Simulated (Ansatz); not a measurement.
The parent structure is SiC in the wurtzite structure (space group P6_3mc, No. 186; a = 3.076 Å, c = 5.048 Å). Axes: x lies along a and z along c of the hexagonal cell.

Method: PBEsol (Ansatz, a program for electronic structure, PAW, without spin-orbit coupling), earlier PAW set.

Before the change:

```
Item                                 Result
---------------------  --------------------
Valence-band top at Γ  0.00, 0.00, -0.11 eV
```

Now apply this change: strain tensor (xx, yy, zz, yz, xz, xy) = (+0.26, −1.81, +0.34, +0.62, +0.29, −0.75) %, atoms relaxed at fixed cell.

Question: What does the calculation give for the valence-band top at Γ after the change?

Answer: The valence-band top at Γ (three highest levels, from the VBM) changes from 0.00, 0.00, -0.11 eV to 0.00, -0.24, -0.37 eV.

Question: Predict the new energy relative to the base.

Answer: The energy increases by 7.6 meV/atom.

Question: What happens to the stress?

Answer: The stress (xx, yy, zz, yz, xz, xy; compression positive) comes out as (0.66, 8.89, -0.98, -1.78, -0.85, 3.11) GPa.

Question: What does the calculation give for the largest internal atomic displacement after the change?

Answer: The largest internal atomic displacement is 0.014 Å.

The levels and masses belong to the bands next to the band gap. Stability against distortions was not tested.
